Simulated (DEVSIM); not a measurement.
Structure: Ge n-i-p diode, at 300 K.

```csv
layer (left to right),material,thickness (μm),Nd (cm⁻³),Na (cm⁻³),τn (s),τp (s)
1,Ge,0.160,1e17,-,0.00033,0.00033
2,Ge,0.890,-,3.6e12,0.00033,0.00033
3,Ge,0.260,-,6.7e17,0.00033,0.00033
```

Left contact: ohmic. Right contact: ohmic. Voltage is applied to the left contact. Recombination: SRH at mid-gap, radiative. Mobility is μmin + (μ − μmin)/(1 + (N/Nref)^α).

This is a model device: material constants are rounded textbook-type values typed into the input, and sizes, dopings and lifetimes were drawn at random. Values at 300 K.

```tsv
parameter	Ge
gap (eV)	0.664
affinity (eV)	4
permittivity	16
Nc (cm⁻³)	1.04e19
Nv (cm⁻³)	6e18
μn (cm²/Vs)	3900
μp (cm²/Vs)	1900
μn,min	150
μp,min	100
Nref,n	2.6e17
Nref,p	4e17
αn	0.56
αp	0.6
B (cm³/s)	6.4e-14
```

DEVSIM, 1D drift-diffusion, Boltzmann statistics, complete ionisation; no tunnelling, impact ionisation, image-force lowering or self-heating.

Problem. Tabulate band edges, carrier densities and field at 5.0 V on the left contact.

Solution. Energies count from the Fermi level of the right contact; mesh points crowd at the junctions.

```csv
x (μm),Ec (eV),Ev (eV),n (cm⁻³),p (cm⁻³),field (V/cm)
0.000,-4.880,-5.544,1.0e17,4.4e9,18
0.01842,-4.880,-5.544,1.0e17,3.6e9,34
0.04655,-4.880,-5.544,9.9e16,2.5e9,200
0.08320,-4.877,-5.541,8.8e16,1.2e9,2200
0.1314,-4.823,-5.487,1.1e16,3.0e8,28000
0.1533,-4.736,-5.400,3.8e14,1.8e8,52000
0.1692,-4.645,-5.309,1.1e13,1.3e8,59000
0.2066,-4.424,-5.088,2.2e9,1.3e8,59000
0.2631,-4.090,-4.754,4500000,1.3e8,59000
0.3638,-3.495,-4.159,4500000,1.3e8,59000
0.5433,-2.434,-3.099,4500000,1.3e8,59000
0.8117,-0.849,-1.513,4500000,1.3e8,59000
0.9275,-0.165,-0.829,4500000,1.3e8,59000
0.9925,0.219,-0.445,4500000,2.0e11,59000
1.037,0.482,-0.182,4500000,5.3e15,59000
1.053,0.577,-0.087,8600000,2.1e17,44000
1.074,0.606,-0.058,4.5e7,6.4e17,1700
1.109,0.607,-0.057,1.3e8,6.7e17,≈ 0
1.190,0.607,-0.057,3.4e8,6.7e17,≈ 0
1.249,0.607,-0.057,4.9e8,6.7e17,≈ 0
1.282,0.607,-0.057,5.8e8,6.7e17,≈ 0
1.310,0.607,-0.057,6.5e8,6.7e17,≈ 0
```
